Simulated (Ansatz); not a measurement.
Take BP in the zinc blende structure (space group F-43m, No. 216; a = 4.537 Å) as the base. Axes: x, y, z lie along the cube axes.

All numbers come from r2SCAN (Ansatz, an electronic-structure program), no spin-orbit coupling.

Base values:

```
Item                                Result
---------------------  -------------------
Valence-band top at Γ  0.00, 0.00, 0.00 eV
Band gap                           1.41 eV
Volume per atom                   11.67 Å³
```

Modification: tensile biaxial strain of 0.83 % in the plane normal to [111], as in epitaxy on a mismatched substrate; the out-of-plane cell vector and the atoms relax.

Task: Estimate the effect on the valence-band top at Γ, band gap and volume per atom.

Result: The valence-band top at Γ (three highest levels, from the VBM) changes from 0.00, 0.00, 0.00 eV to 0.00, -0.07, -0.07 eV; the band gap drops by 0.03 eV (1.41 eV → 1.38 eV); the volume per atom grows by 0.18 Å³ (11.67 Å³ → 11.85 Å³).

Stability against distortions was not tested.
